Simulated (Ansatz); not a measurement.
## BaTiO3 with two functionals, pressure 30 GPa

Take BaTiO3 in the cubic perovskite structure (space group Pm-3m, No. 221; a = 4.019 Å) as the base.

(Cell as relaxed with PBE.)

Levels (all Ansatz, a program for electronic structure, PAW): PBE (420 eV, scalar-relativistic without spin-orbit coupling); r2SCAN (500 eV, spin-orbit coupling left out).

Each level relaxes its own structure.

| base | PBE | r2SCAN |
|---|---|---|
| volume per atom | 12.99 Å³ | 12.74 Å³ |
| lattice parameter a | 4.019 Å | 3.994 Å |
| band gap | 1.78 eV | 2.17 eV |

Perturbation: cell and atoms relaxed at a pressure of 30 GPa.

```json
[
 {"quantity": "band gap", "PBE": "2.01 eV", "r2SCAN": "(withheld)"},
 {"quantity": "lattice parameter a", "PBE": "3.841 Å", "r2SCAN": "(withheld)"}
]
```

What does r2SCAN give?


- band gap, r2SCAN: 2.41 eV
- lattice parameter a, r2SCAN: 3.830 Å

PBE's band gap lies 0.40 eV below r2SCAN's; PBE's lattice parameter a lies 0.011 Å above r2SCAN's (0.3 %). Neither level is exact; r2SCAN is the comparison here, not a measurement.

Load acts through the strain it causes; cell and atoms are relaxed under it. Whether these cells are dynamically stable was not tested. Competing high-pressure phases were not computed. The final runs are not spin-polarised. Many cubic perovskites are stable only at high temperature; tilts and polar distortions were not tested. This is not the structure that BaTiO3 has at room temperature and ambient pressure.
